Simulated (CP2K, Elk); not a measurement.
A CP2K input for a self-consistent single point of As (R-3m, 2 atoms in the cell) (DFT PBE, GPW, DZVP-MOLOPT-SR-GTH basis, GTH-PBE potentials (GTH_POTENTIALS)):

```
&GLOBAL
  PROJECT scf
  RUN_TYPE ENERGY_FORCE
  PRINT_LEVEL LOW
&END GLOBAL
&FORCE_EVAL
  METHOD Quickstep
  STRESS_TENSOR ANALYTICAL
  &DFT
    BASIS_SET_FILE_NAME BASIS_MOLOPT
    POTENTIAL_FILE_NAME GTH_POTENTIALS
    &QS
      METHOD GPW
      EPS_DEFAULT 1E-10
    &END QS
    &MGRID
      CUTOFF 400
      REL_CUTOFF 50
      NGRIDS 4
    &END MGRID
    &SCF
      SCF_GUESS ATOMIC
      EPS_SCF 1E-6
      MAX_SCF 100
      ADDED_MOS 4
      &DIAGONALIZATION
        ALGORITHM STANDARD
      &END DIAGONALIZATION
      &MIXING
        METHOD BROYDEN_MIXING
        ALPHA 0.3
        NBUFFER 12
      &END MIXING
      &SMEAR ON
        METHOD FERMI_DIRAC
        ELECTRONIC_TEMPERATURE [K] 1160.45
      &END SMEAR
    &END SCF
    &KPOINTS
      SCHEME MONKHORST-PACK 9 9 9
    &END KPOINTS
    &XC
      &XC_FUNCTIONAL PBE
      &END XC_FUNCTIONAL
    &END XC
    &PRINT
      &MO
        EIGENVALUES T
        OCCUPATION_NUMBERS T
        NDIGITS 8
        FILENAME mo
        &EACH
          QS_SCF 0
        &END EACH
        ADD_LAST NUMERIC
      &END MO
      &MULLIKEN OFF
      &END MULLIKEN
    &END PRINT
  &END DFT
  &SUBSYS
    &CELL
      ABC 4.23024200 4.23024188 4.23024223
      ALPHA_BETA_GAMMA 51.87824992 51.87824513 51.87824147
      PERIODIC XYZ
    &END CELL
    &COORD
      SCALED
      As       0.22443000     0.22443000     0.22443000
      As       0.77557000     0.77557000     0.77557000
    &END COORD
    &KIND As
      BASIS_SET DZVP-MOLOPT-SR-GTH
      POTENTIAL GTH-PBE-q5
    &END KIND
  &END SUBSYS
  &PRINT
    &FORCES ON
    &END FORCES
    &STRESS_TENSOR ON
    &END STRESS_TENSOR
  &END PRINT
&END FORCE_EVAL
```

Question: Translate this input to Elk.

Answer: This is the input that was run; spellings and numerical settings could be chosen otherwise.

```
tasks
  0

xctype
  20

rgkmax
  7.5

gmaxvr
  14.0

nxlo
  2

lorbcnd
  .true.

rmtscf
  0.92

lmaxi
  3

swidth
  0.00367493

maxscl
  100

scale
  7.993999117

avec
    0.4374158906    0.2525422379    0.8630699605
   -0.4374158906    0.2525422379    0.8630699605
    0.0000000000   -0.5050843087    0.8630700094

sppath
  './'

atoms
  1
  'As.in'
  2
  0.2244300000  0.2244300000  0.2244300000    0.0 0.0 0.0
  0.7755700000  0.7755700000  0.7755700000    0.0 0.0 0.0

ngridk
  9 9 9
```

Basis, cutoffs, solver keys and any potentials are the target program's own. This input uses DFT, PBE, all-electron FP-LAPW, Elk's shipped species files, APW+lo basis with extra local orbitals.

The starting cell comes from a database of computed structures (which also holds hypothetical and non-ambient phases and stackings), without a prior relaxation at this level. Its lattice was rescaled by a random factor within 2.5 % of one.
